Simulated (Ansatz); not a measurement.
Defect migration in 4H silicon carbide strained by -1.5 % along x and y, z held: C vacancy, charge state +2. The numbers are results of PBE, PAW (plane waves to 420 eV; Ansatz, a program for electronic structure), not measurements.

Settings: 72 host sites, the strained lattice (strain from the relaxed PBE one, atoms relaxed), a 2×2×2 k-point mesh shifted by half a step along c, smearing 0.01 eV, spin-restricted, no image-charge correction. No zero-point or tunnelling terms. The charge state is imposed; whether it is stable for some Fermi level was not computed. Forms of the defect that were not tried may lie lower.

Relaxed starting cell (atoms counted from 1):

```
CELL_PARAMETERS angstrom
      9.14303     0.00000     0.00000
     -4.57152     7.91810     0.00000
      0.00000     0.00000    10.12928
ATOMIC_POSITIONS crystal
  Si 0.99978 0.99977 0.48071
  Si 0.99861 0.33373 0.49967
  Si 0.99861 0.66465 0.49967
  Si 0.33490 0.00094 0.49967
  Si 0.33490 0.33373 0.49967
  Si 0.33311 0.66644 0.50049
  Si 0.66582 0.00094 0.49967
  Si 0.66644 0.33310 0.49981
  Si 0.66582 0.66465 0.49967
  Si 0.99978 0.99977 0.00197
  Si 0.00111 0.33474 0.00114
  Si 0.00111 0.66614 0.00114
  Si 0.33341 0.99844 0.00114
  Si 0.33341 0.33474 0.00114
  Si 0.33311 0.66644 0.00147
  Si 0.66481 0.99844 0.00114
  Si 0.66644 0.33310 0.00145
  Si 0.66481 0.66614 0.00114
  Si 0.23084 0.11530 0.75481
  Si 0.22272 0.44566 0.75183
  Si 0.22272 0.77683 0.75183
  Si 0.55604 0.11229 0.75195
  Si 0.55604 0.44351 0.75195
  Si 0.55389 0.77683 0.75183
  Si 0.88425 0.11530 0.75481
  Si 0.88725 0.44351 0.75195
  Si 0.88425 0.76871 0.75481
  Si 0.11144 0.22309 0.24846
  Si 0.11122 0.55549 0.25058
  Si 0.11144 0.88811 0.24846
  Si 0.44470 0.22224 0.25038
  Si 0.44405 0.55549 0.25058
  Si 0.44405 0.88833 0.25058
  Si 0.77731 0.22224 0.25038
  Si 0.77731 0.55484 0.25038
  Si 0.77645 0.88811 0.24846
  C  0.00110 0.33210 0.68653
  C  0.00110 0.66877 0.68654
  C  0.33077 0.99844 0.68653
  C  0.33077 0.33209 0.68653
  C  0.33311 0.66644 0.68711
  C  0.66745 0.99844 0.68653
  C  0.66644 0.33310 0.68705
  C  0.66745 0.66877 0.68654
  C  0.99978 0.99977 0.18786
  C  0.99955 0.33301 0.18745
  C  0.99955 0.66631 0.18745
  C  0.33324 0.99999 0.18745
  C  0.33324 0.33301 0.18745
  C  0.33311 0.66644 0.18768
  C  0.66654 0.99999 0.18745
  C  0.66644 0.33310 0.18729
  C  0.66654 0.66631 0.18745
  C  0.22101 0.11039 0.93809
  C  0.22215 0.44452 0.93798
  C  0.22215 0.77739 0.93798
  C  0.55533 0.11087 0.93795
  C  0.55533 0.44422 0.93795
  C  0.55502 0.77739 0.93798
  C  0.88916 0.11039 0.93809
  C  0.88868 0.44422 0.93795
  C  0.88916 0.77853 0.93809
  C  0.11160 0.22342 0.43898
  C  0.11096 0.55537 0.43803
  C  0.11160 0.88795 0.43898
  C  0.44434 0.22205 0.43767
  C  0.44418 0.55537 0.43803
  C  0.44418 0.88858 0.43803
  C  0.77750 0.22205 0.43767
  C  0.77750 0.55521 0.43767
  C  0.77613 0.88795 0.43898
```
Cell charge +2.

End state 1 differs by these moves (Å; atoms that move under 0.08 Å are left out):

```csv
atom,element,Δx,Δy,Δz
1,Si,0.00,-0.01,0.19
5,Si,-0.01,-0.01,-0.19
19,Si,-0.06,-0.11,0.00
40,C,-1.51,-2.61,0.00
```

Question: Predict the forward and backward barriers to end state 1 from PBE, PAW.

Answer: forward 5.25 eV, backward 5.25 eV; at the saddle point atom 40 has neighbours Si at 1.77, 2 Si at 2.16, 2 Si at 2.22 Å. The saddle point's order was not checked.

End state 2 differs by these moves (Å; atoms that move under 0.08 Å are left out):

```csv
atom,element,Δx,Δy,Δz
1,Si,0.00,-0.08,0.24
28,Si,0.00,-0.01,-0.13
63,C,0.00,-1.75,2.52
```

Question: What forward and backward barriers to end state 2 does PBE, PAW give?

Answer: forward 5.02 eV, backward 4.96 eV; at the saddle point atom 63 has neighbours Si at 1.79, 2 Si at 2.17, 2 Si at 2.21 Å. The saddle point's order was not checked, and it lies on a symmetry element of the cell, where a band can be held.
